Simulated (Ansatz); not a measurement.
A self-consistent single point of Os (I4_1/amd, 2 atoms in the cell) with Ansatz (a quantum-chemistry and plane-wave program)

Method of the run: PBE (plane waves, PAW; Ansatz).

Input:

Ansatz 0.2 input:
```yaml
crystal:
  lattice:
    - [-2.375205, 2.375205, 1.295940]
    - [2.375205, -2.375205, 1.295940]
    - [2.375205, 2.375205, -1.295940]
  atoms:
    - { symbol: Os, position: [0.750000, 0.250000, 0.500000] }
    - { symbol: Os, position: [0.000000, 0.000000, 0.000000] }
basis:
  ecutwfc: 420.0 eV
kpoints:
  mp_grid: { grid: [19, 19, 19] }
hamiltonian:
  xc: pbe
  pseudopotentials: { kind: paw }
scf:
  occupations: { method: fermi_dirac, width: 0.05 eV }
output:
  forces: true
  eigenvalues: true
  stress: true
```

Log, with long lists cut:

```
WARN ansatz: RAYON_NUM_THREADS=1 ignored (pool sized by the plan → 1); use --threads N
Pseudopotentials: kind: paw
Pseudopotential: Os, paw, valence charge 16
Crystal: 2 atoms, lattice volume = 29.245 Å³
Basis set: ecut = 420 eV, 541 PW (Γ), exchange–correlation on 50×50×50 points (8 copies of the dense FFT grid, shifted against one another)
Bands: 20, of which v1, the nominal top of the filled ones, is band 16 counted from 1 (15 counted from 0)
Symmetry: 16 space group operations
Space group: I41/amd (ITA 141), of the structure as read, at distance tolerance 3.1e-5 Å
k-points: 550 of 6859
Initial density: superposition of atomic densities (neutral atoms: chi_scale 0, normalization atom), corrected by the library's trained network
Initial wavefunctions: pseudopotential atomic-orbital guess
Eigensolver: davidson
Functional: x = pbe(κ = 0.804, μ = 0.2195149727645171), c = pbe(β = 0.06672455060314922)
SCF iter   1: F=—  HF=-22766.392834 eV  |F-HF|=—  |Δ(HF+E_count)|=         —  Δρ=7.50e-3  dr2=5.98e-3  ethr=1.77e-3  ⟨swp⟩=4.6  Hψ=43298  notcnv=0
all-band conjugate gradients solve this SCF's bands
preconditioner: auto → Kerker (q_TF=auto, 2.770 Å⁻¹)
SCF iter   2: F=—  HF=-22766.393756 eV  |F-HF|=—  |Δ(HF+E_count)|=   9.22e-4  Δρ=4.43e-3  dr2=2.07e-3  ethr=1.87e-5  ⟨swp⟩=2.2  Hψ=17634  notcnv=0
SCF iter   3: F=—  HF=-22766.393994 eV  |F-HF|=—  |Δ(HF+E_count)|=   2.38e-4  Δρ=3.41e-4  dr2=1.44e-5  ethr=6.47e-6  ⟨swp⟩=2.4  Hψ=15683  notcnv=0
SCF iter   4: F=—  HF=-22766.393997 eV  |F-HF|=—  |Δ(HF+E_count)|=   3.85e-6  Δρ=7.71e-5  dr2=1.06e-6  ethr=4.49e-8  ⟨swp⟩=2.0  Hψ=17623  notcnv=0
iter 5 did not close the SCF: its close was put off for the readings that it lacked (scf_convergence_deferred on its scf_iter line)
SCF iter   5: F=-22766.393998 eV  HF=-22766.393998 eV  |F-HF|=2.49e-9  |Δ(HF+E_count)|=   2.04e-7  Δρ=1.50e-5  dr2=3.82e-8  ethr=3.30e-9  ⟨swp⟩=1.7  Hψ=14121  notcnv=0
SCF iter   6: F=-22766.393998 eV  HF=-22766.393998 eV  |F-HF|=0.00e0  |Δ(HF+E_count)|=   4.63e-9  Δρ=3.01e-6  dr2=1.59e-9  ethr=1.19e-10  ⟨swp⟩=2.1  Hψ=33225  notcnv=0
SCF 1 converged in 6 iterations: F = -22766.393998 eV  dr2 = 1.59e-9
SCF converged after 6 iterations
Free energy (F): -22766.393998 eV
Harris-Foulkes:  -22766.393998 eV  (|F-HF|=0.00e0)
Internal energy: -22766.370445 eV  (E = F + TS)
E sigma→0 (E₀):  -22766.382222 eV
Entropy (-TS):   -0.023552 eV (-11.776 meV/atom)
Fermi energy:    24.755255 eV
--- Per-component energies (eV) ---
  E_band       = -165.413661
  E_kinetic    = 1131.258160
  E_local      = -1751.644564  (includes V_loc(G=0)·N_el)
  E_nonlocal   = -0.664430
  E_hartree    = 723.053567
  E_xc         = -534.461891
  E_vxc        = -569.499671  (∫ρ·V_xc dr)
  E_paw        = -18025.136327  (= ΣΔE_a)
  E_vpaw       = -420.970426  (= ΣTr[D̂ρ^β])
  E_aug_tail   = -0.000163  (compensation charges beyond the density's cutoff)
  E_ewald      = -4308.774798
  E_smearing   = -0.023552  (= −TS)
  E_closure    = 0.000000  (closes the sum)
  Σ components = -22766.393998   (vs F -22766.393998, Δ=0.00e0)
--- Forces (eV/Å), atoms counted from 1 ---
  atom   1  Os    -0.00000000     0.00000000     0.00000000
  atom   2  Os    -0.00000000     0.00000000     0.00000000
  max |Σ_I F_I| component: 2.78e-17 eV/Å
--- Stress (GPa, compression-positive) ---
       36.322491      -0.000000       0.000000
       -0.000000      36.322491      -0.000000
        0.000000      -0.000000      35.708922
  P = ⅓ Tr σ = 36.1180 GPa (361.180 kbar)
  The stress holds the Pulay correction. Without it, at fixed plane waves, as pw.x and ABINIT print it: P = 36.0294 GPa
--- Band table (eV; the first three rows and the last of 550) ---
  k-point 0: bands = ["-61.6818", "-61.4487", "-21.6741", "-21.6741", "-20.6115", "-20.5932", "-20.4934", "-20.4934", "14.2393", "17.1665", "18.6496", "19.2211", "20.1695", "24.5892", "24.5892", "24.6511", "24.6511", "27.7029", "29.4260", "30.3999"]
  k-point 1: bands = ["-61.6802", "-61.4503", "-21.6676", "-21.6675", "-20.6230", "-20.5923", "-20.5031", "-20.4903", "14.2952", "17.2100", "18.6802", "19.2026", "20.1470", "24.5917", "24.6158", "24.6795", "24.6847", "27.6343", "28.8114", "30.2013"]
  k-point 2: bands = ["-61.6754", "-61.4550", "-21.6483", "-21.6477", "-20.6540", "-20.5893", "-20.5317", "-20.4843", "14.4613", "17.3382", "18.7723", "19.1513", "20.0846", "24.5904", "24.6881", "24.7625", "24.7768", "27.4341", "27.9401", "29.6561"]
  k-point 549: bands = ["-61.5647", "-61.5631", "-21.8686", "-21.8615", "-20.6109", "-20.6078", "-20.3643", "-20.3585", "17.6135", "17.6611", "20.1343", "20.1449", "23.1587", "23.5679", "23.8575", "24.2914", "25.1317", "25.1468", "25.2051", "25.2283"]
```

The run converged in 6 iterations.

The starting cell was generated: these elements placed on a structure prototype, without a prior relaxation; it need not be a known phase or ordering of this composition. Its lattice was rescaled by a random factor within 2.5 % of one. Spin-orbit coupling is off. Spin polarisation is off. With a pressure of about 36 GPa the cell is away from its equilibrium volume at this level. Ansatz's pressure includes its estimate of the finite-basis (Pulay) stress.
